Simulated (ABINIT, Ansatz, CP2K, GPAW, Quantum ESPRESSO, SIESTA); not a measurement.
Rb (Im-3m, 1 atom in the cell) computed with different codes at matched settings

Self-consistent single point.

```
Rb
1.0
   -2.82500     2.82500     2.82500
    2.82500    -2.82500     2.82500
    2.82500     2.82500    -2.82500
Rb
1
Direct
  0.00000   0.00000   0.00000
```

Shared settings, as Ansatz (an electronic-structure program) writes them: kpoints.mp_grid.grid = 11 11 11; scf.occupations.method = fermi_dirac; scf.occupations.width = 0.05 eV. Potentials and cutoffs stand in the table.

```tsv
code	model	pressure (GPa)	cutoff
Quantum ESPRESSO	LDA (PZ), PSlibrary PAW (LDA) pseudopotentials	-0.43	40 Ry
GPAW	LDA (Perdew-Wang 92), GPAW PAW datasets LDA (gpaw-data 1.0.1)	-0.41	550 eV
ABINIT	LDA (PW92), PAW (JTH v2.0 LDA PAW)	-0.41	544 eV
Ansatz	LDA (PW92), default PAW files made with PBE	-0.41	default
SIESTA	LDA PW92, numerical atomic orbitals DZP, PseudoDojo LDA standard norm-conserving potentials (rewritten from UPF to PSML)	-0.24	grid 300 Ry
CP2K	LDA (Pade form), GPW, TZVP-MOLOPT-SR-GTH basis, GTH-PADE potentials (GTH_POTENTIALS)	-0.39	grid 500 Ry
```

The spread over the programs that give each value: pressure within 0.19 GPa.

SIESTA and CP2K use small atom-centred bases, whose incompleteness enters pressures, forces and empty levels differently from a plane-wave cutoff. Ansatz's pressure is given at a fixed set of plane waves, as the other plane-wave codes print theirs. The same LDA comes in different parametrisations, which differ slightly.

The starting cell has typed, rounded lattice constants, without a prior relaxation at this level.

Left out of this page: Elk and FLEUR (not drawn, or without a comparable value).

Keys are those of Ansatz 0.2.
